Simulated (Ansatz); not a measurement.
Cubic perovskite CsPbCl₃ (cubic high-temperature phase), treated with revPBE in Ansatz (plane waves, PAW).

Settings: plane-wave cutoff 520 eV, 6×6×6 k mesh, Fermi–Dirac smearing 0.01 eV, scalar-relativistic PAW data made under PBE.

Energies at three volumes about the minimum:

```tsv
V (Å³/atom)	E − E_lowest (meV/atom)
38.929	0.96
39.723	0.00
40.518	0.89
```

**Question.** Fit a parabola by hand: where is the minimum, what lattice constant follows, and what is the bulk modulus?

**Answer.** Slopes: (0.00 − 0.96)/(39.723 − 38.929) = -1.209 and (0.89 − 0.00)/(40.518 − 39.723) = 1.119 meV/Å³. Curvature E″ = 2 × (1.119 − (-1.209))/(40.518 − 38.929) = 2.930 meV/Å⁶. From the middle of the first interval, the slope vanishes at V0 = 39.3260 − (-1.209)/2.930 = 39.739 Å³/atom. B = V0 E″ = 39.739 × 2.930 meV/Å³ × 0.1602 GPa per meV/Å³ = 18.7 GPa. With 5 atoms in the cube, a = (5 × 39.739)^(1/3) = 5.835 Å. The full Birch–Murnaghan fit to all volumes gives V0 = 39.723 Å³/atom and B0 = 18.7 GPa.

Note: the cell is over a tenth larger than the published one: the level's own overestimate first of all, though another phase or state, or a fault of the published cell, is possible; the relaxation could not lower the start's symmetry, so the cell can be a saddle point above a distorted one.

Ansatz is a program for electronic structure.
